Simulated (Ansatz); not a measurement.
Candidates (primitive cells; geometry: relaxed with this functional, without spin-orbit coupling):
A. YIn$_{3}$ (Pm-3m), a = b = c = 4.571 Å, α = β = γ = 90.00°
B. TiZn3 (Pm-3m), a = b = c = 3.855 Å, α = β = γ = 90.00°
C. Ti6O (P-31m), a = b = 5.050 Å, c = 4.693 Å, α = β = 90.00°, γ = 120.00°
D. TiB2 (P6/mmm), a = b = 3.017 Å, c = 3.185 Å, α = β = 90.00°, γ = 120.00°
E. PtCu₃ (Pm-3m), a = b = c = 3.668 Å, α = β = γ = 90.00°

Question: Order them by resistivity at 300 K (lowest first) at the level PBEsol, DFPT electron-phonon coupling, linearised Boltzmann equation in Ansatz (a first-principles code).

Answer: E (3.5 μΩ·cm), D (6.4 μΩ·cm), A (12.6 μΩ·cm), B (22 μΩ·cm), C (76 μΩ·cm)

Metals; harmonic phonons alone scatter; means over directions. Halving the electron mesh moves these values by up to 10 %; q meshes are mostly untested. Some of the runs warned that the eigensolver left states short of its tolerance. Spin-orbit coupling is left out.

Formula and space group known from diffraction (Crystallography Open Database), not checked to be the room-temperature form: PtCu3 (Pm-3m), Ti6O (P-31m), TiZn3 (Pm-3m), YIn3 (Pm-3m). The missing spin-orbit coupling matters most for PtCu3 (Pm-3m).
